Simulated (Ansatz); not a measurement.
The reference is Nb in the bcc (W type) structure (space group Im-3m, No. 229; a = 3.303 Å). Axes: x, y, z lie along the cube axes.

Level of theory: r2SCAN, PAW, 500 eV (Ansatz, a quantum-chemistry and plane-wave program; no spin-orbit coupling).

Base values:

- Pressure = 0.0 GPa
- Shortest interatomic distance = 2.860 Å

One thing is altered: uniaxial strain ε_xx = +0.42 %, all other strain components held at zero; the atoms relax in the strained cell.

Problem. Predict the new energy relative to the base.

Solution. The energy hardly moves.

Problem. Estimate the effect on the pressure.

Solution. The pressure (mean of the normal stresses, compression positive) goes from zero to -0.7 GPa.

Problem. Predict the new shortest interatomic distance.

Solution. The shortest interatomic distance grows by 0.004 Å to 2.864 Å.

Without a gap, meshes like the base's 20×20×20 leave anisotropic stresses uncertain by several tenths of a GPa, and small strain energies with them. Stability against distortions was not tested. All final runs are without spin polarisation.
